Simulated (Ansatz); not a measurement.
The cell is made up: elements placed on another compound's structure type, so the phase may be hypothetical.

Here is the system:

```yaml
crystal:
  lattice:
    - [7.27218, 0.00000, 0.00000]
    - [0.00000, 7.27218, 0.00000]
    - [0.00000, 0.00000, 7.27218]
  atoms:
    - { symbol: In, position: [0.75000, 0.00000, 0.50000] }
    - { symbol: In, position: [0.50000, 0.75000, 0.00000] }
    - { symbol: In, position: [0.50000, 0.25000, 0.00000] }
    - { symbol: In, position: [0.25000, 0.00000, 0.50000] }
    - { symbol: In, position: [0.00000, 0.50000, 0.75000] }
    - { symbol: In, position: [0.00000, 0.50000, 0.25000] }
    - { symbol: P, position: [0.75000, 0.50000, 0.00000] }
    - { symbol: P, position: [0.00000, 0.75000, 0.50000] }
    - { symbol: P, position: [0.00000, 0.25000, 0.50000] }
    - { symbol: P, position: [0.25000, 0.50000, 0.00000] }
    - { symbol: P, position: [0.50000, 0.00000, 0.75000] }
    - { symbol: P, position: [0.50000, 0.00000, 0.25000] }
```

Space group of this cell: Pm-3n. The cell was relaxed by PBE-D3(BJ).

Transport runs along the normal of the first two printed cell vectors.

The gap is the functional's own. No spin-orbit coupling. Mid-gap values are interpolated on the energy grid.

Q: State the band gap and the smallest decay constant κ at mid-gap according to r2SCAN in Ansatz (a first-principles code).

A: Gap 1.07 eV on a 4×4×4 mesh; κ = 0.071 1/Å, at the zone centre.
